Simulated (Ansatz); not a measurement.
Take HgS in the zinc blende structure (space group F-43m, No. 216; a = 5.876 Å) as the base. Axes: x, y, z lie along the cube axes.

The values are results of Ansatz (a quantum-chemistry and plane-wave program) PBEsol, no SOC, earlier PAW set, not measurements.

Before the change:

| Quantity | Result |
|---|---|
| Pressure | 0.0 GPa |
| Volume per atom | 25.36 Å³ |

One thing is altered: biaxial strain −4.69 %, plane normal [110], relaxed out of plane (Cartesian); in-plane vectors clamped, the third vector and the atoms free.

Problem. How does this affect the pressure?

Solution. The pressure (mean of the normal stresses, compression positive) goes from zero to 2.5 GPa.

Problem. How does this affect the volume per atom?

Solution. The volume per atom shrinks by 1.17 Å³ to 24.19 Å³.

Stability against distortions was not tested. The final runs are not spin-polarised.
